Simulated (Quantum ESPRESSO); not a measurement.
A self-consistent single point of TiSO5 (C2/c, 28 atoms in the cell) with Quantum ESPRESSO.

Method: LDA (PZ), GBRV 1.5 ultrasoft (LDA) pseudopotentials (plane waves; Quantum ESPRESSO).

```xyz
28
Lattice="2.5654 -6.8791 0.0000 2.5654 6.8791 0.0000 -0.0508 0.0000 9.4625" Properties=species:S:1:pos:R:3 pbc="T T T"
Ti     2.5273    -1.2044     7.0968
Ti     2.5527     1.2044     2.3656
Ti     1.2827    -3.4395     0.0000
Ti     1.2573     3.4395     4.7312
S      1.2280     1.4852     8.8182
S      3.8519    -1.4852     0.6443
S      3.8265     1.4852     5.3755
S      1.2534    -1.4852     4.0869
O      2.5896    -4.7935     5.5433
O      2.4904     4.7935     3.9192
O      2.4650    -4.7935     8.6504
O      2.6149     4.7935     0.8121
O      3.6799    -0.9507     8.7357
O      1.4001     0.9507     0.7267
O      1.3747    -0.9507     5.4579
O      3.7053     0.9507     4.0045
O      1.3757     0.4346     7.8413
O      3.7043    -0.4346     1.6212
O      3.6789     0.4346     6.3524
O      1.4011    -0.4346     3.1100
O      3.5724    -2.3463     6.2170
O      1.5075     2.3463     3.2454
O      1.4822    -2.3463     7.9767
O      3.5978     2.3463     1.4858
O      2.2445     2.5460     8.5959
O      2.8355    -2.5460     0.8666
O      2.8101     2.5460     5.5978
O      2.2698    -2.5460     3.8647
```

Reference input (self-consistent single point, DFT, LDA (PZ), plane waves, GBRV 1.5 ultrasoft (LDA) pseudopotentials): ecutwfc = 50 Ry; ecutrho = 400 Ry; occupations = fixed; potentials = {Ti: ti_lda_v1.4.uspp.F.UPF, S: s_lda_v1.4.uspp.F.UPF, O: o_lda_v1.2.uspp.F.UPF}; K_POINTS = automatic 3 3 2 0 0 0; nbnd = 100; conv_thr = 1e-10 Ry. This run's input differs from it in these lines:

```diff
@@ -54,3 +54,3 @@
 K_POINTS {automatic}
-3 3 2  0 0 0
+3 3 2  0 0 1
 CELL_PARAMETERS {bohr}
```

Log, with long lists cut:

```
     Self-consistent Calculation

     iteration #  1     ecut=    50.00 Ry     beta= 0.70

     negative rho (up, down):  3.724E-03 0.000E+00

     total energy              =   -1216.20711966 Ry
     estimated scf accuracy    <       7.35106349 Ry

     iteration #  2     ecut=    50.00 Ry     beta= 0.70

     negative rho (up, down):  1.651E-03 0.000E+00

     total energy              =   -1214.36619563 Ry
     estimated scf accuracy    <      29.27559492 Ry

     iteration #  3     ecut=    50.00 Ry     beta= 0.70

     negative rho (up, down):  2.269E-03 0.000E+00

     total energy              =   -1219.98452676 Ry
     estimated scf accuracy    <       6.02541745 Ry

   [... 16 blocks of this kind left out ...]

     iteration # 20     ecut=    50.00 Ry     beta= 0.70

     negative rho (up, down):  3.062E-03 0.000E+00

     total energy              =   -1220.47918948 Ry
     estimated scf accuracy    <          6.2E-10 Ry

     iteration # 21     ecut=    50.00 Ry     beta= 0.70

     negative rho (up, down):  3.062E-03 0.000E+00
     End of self-consistent calculation

     highest occupied, lowest unoccupied level (ev):     4.0491    6.7866

!    total energy              =   -1220.47918948 Ry
     estimated scf accuracy    <          2.8E-11 Ry

     convergence has been achieved in  21 iterations

     negative rho (up, down):  3.062E-03 0.000E+00

     Forces acting on atoms (cartesian axes, Ry/au):

     atom    1 type  1   force =    -0.00000000   -0.00729463   -0.00000000
     atom    2 type  1   force =     0.00000000    0.00729463    0.00000000
     atom    3 type  1   force =     0.00000000    0.00000000    0.00000000
     atom    4 type  1   force =     0.00000000    0.00000000   -0.00000000
     atom    5 type  2   force =     0.00276290    0.00472593    0.00609750
   [... 19 lines left out ...]
   [... lines left out ...]
     Total force =     0.107811     Total SCF correction =     0.000015
   [... lines left out ...]

     negative rho (up, down):  3.062E-03 0.000E+00
          total   stress  (Ry/bohr**3)                   (kbar)     P=      -24.40
  -0.00017260  -0.00000000   0.00000037          -25.39       -0.00        0.05
   0.00000000  -0.00015553   0.00000000            0.00      -22.88        0.00
   0.00000037   0.00000000  -0.00016944            0.05        0.00      -24.93

   JOB DONE.
```

The run converged in 21 iterations. Against the reference run the free energy stays essentially unchanged (within 1 meV/atom), the pressure stays at -2.44 GPa, the largest force stays at 0.736 eV/Å and the gap on the mesh goes from 2.709 to 2.738 eV. The full log also holds: “c_bands:  2 eigenvalues not converged”.

The starting cell comes from a database of computed structures (which also holds hypothetical and non-ambient phases and stackings), without a prior relaxation at this level. The shifted mesh does not hold Γ, so a gap read on it misses any band edge there.

Cost on one core of a shared machine: roughly 20 min.
